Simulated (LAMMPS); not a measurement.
Consider Si (diamond structure), a cell 115 Å long along the (110) normal (4800 atoms) with 67 % of it melted and the whole then held at 1350 K and zero normal pressure in molecular dynamics.

All values are model results, not measurements: classical MD, pair style edip, file Si.edip, run in LAMMPS.

- interface speed (growth positive): 3.88 ± 0.08 m/s
- direction: the crystal grows
- cost: very roughly 50 core-minutes

Potential: file Si.edip of the LAMMPS distribution; its header cites Justo, Bazant, Kaxiras, Bulatov and Yip, Phys Rev B, 58, 2539 (1998).

Uncertainties are statistical and leave out the potential's own error.

```
t (ps)  crystalline share
------  -----------------
0.000               0.331
15.00               0.355
30.00               0.357
45.00               0.372
60.00               0.384
75.00               0.410
90.00               0.419
105.0               0.431
120.0               0.430
135.0               0.438
150.0               0.442
165.0               0.465
180.0               0.479
195.0               0.489
210.0               0.502
225.0               0.508
240.0               0.515
255.0               0.519
270.0               0.533
285.0               0.537
300.0               0.545
315.0               0.560
330.0               0.579
345.0               0.586
360.0               0.595
375.0               0.603
390.0               0.616
405.0               0.628
420.0               0.637
435.0               0.641
450.0               0.651
465.0               0.664
480.0               0.682
495.0               0.685
510.0               0.696
525.0               0.702
540.0               0.698
555.0               0.710
570.0               0.724
585.0               0.738
600.0               0.754
```
